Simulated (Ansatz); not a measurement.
Start from AlCo in the CsCl type structure (space group Pm-3m, No. 221; a = 2.823 Å; non-magnetic).

Method: PBEsol in Ansatz (plane waves to 420 eV, PAW, no spin-orbit coupling).

One change was made to it. Results:

```csv
quantity,base,after
volume per atom,11.25 Å³,11.14 Å³
band gap,zero,zero
```

Which of these changes matches the shifts?
(A) pressure 9 GPa
(B) pressure 1.8 GPa
(C) pressure 30 GPa
(D) pressure 60 GPa
(E) pressure 18 GPa

B, pressure 1.8 GPa. For comparison, the volume per atom in the other runs: pressure 9 GPa gives 10.78 Å³; pressure 30 GPa gives 9.97 Å³; pressure 18 GPa gives 10.39 Å³; pressure 60 GPa gives 9.19 Å³.

Load acts through the strain it causes; cell and atoms are relaxed under it. Stability against distortions was not tested. Competing high-pressure phases were not computed. Starting moments died away, wholly or in part, for the base; another magnetic solution may exist. The final runs are not spin-polarised.

Ansatz is a first-principles code.
